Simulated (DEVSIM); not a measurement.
Structure: abrupt Ge p-n junction, at 300 K.

| layer (left to right) | material | thickness (μm) | Nd (cm⁻³) | Na (cm⁻³) | τn (s) | τp (s) |
|---|---|---|---|---|---|---|
| 1 | Ge | 40.0 | - | 1.5e17 | 4.3e-6 | 4.3e-6 |
| 2 | Ge | 71.0 | 2.3e16 | - | 4.3e-6 | 4.3e-6 |

Left contact: ohmic. Right contact: ohmic. Voltage is applied to the left contact. Recombination: SRH at mid-gap. Mobility is μmin + (μ − μmin)/(1 + (N/Nref)^α).

Constants are typed, rounded textbook-type inputs, not results; the design itself was drawn at random and stands for no fabricated device. Values at 300 K; Nc and Nv go as T^1.5, mobilities as T to minus their exponent, the gap by Varshni's rule with the affinity fixed.

| parameter | Ge |
|---|---|
| gap (eV) | 0.664 |
| affinity (eV) | 4 |
| permittivity | 16 |
| Nc (cm⁻³) | 1.04e19 |
| Nv (cm⁻³) | 6e18 |
| μn (cm²/Vs) | 3900 |
| μp (cm²/Vs) | 1900 |
| μn,min | 150 |
| μp,min | 100 |
| Nref,n | 2.6e17 |
| Nref,p | 4e17 |
| αn | 0.56 |
| αp | 0.6 |
| T exponent of μn | 1.66 |
| T exponent of μp | 2.33 |
| Varshni α (eV/K) | 0.000477 |
| Varshni β (K) | 235 |

Model (solved in DEVSIM): 1D drift-diffusion, Boltzmann statistics, complete ionisation; no tunnelling, impact ionisation, image-force lowering or self-heating.

The temperature was swept, all else fixed.

| temperature (K) | dark forward voltage at 100 A/cm² (V) | largest field in the device at zero bias (V/cm) | potential step across the device at zero bias (V) |
|---|---|---|---|
| 250 | 0.487 | 45000 | 0.483 |
| 300 | 0.423 | 41000 | 0.411 |
| 350 | 0.357 | 37000 | 0.335 |
| 400 | 0.291 | 32000 | 0.257 |
| 450 | 0.224 | 28000 | 0.178 |
| 500 | 0.154 | 23000 | 0.112 |

From the first row to the last the dark forward voltage at 100 A/cm² goes from 0.487 to 0.154. From the first row to the last the largest field in the device at zero bias goes from 45000 to 23000.
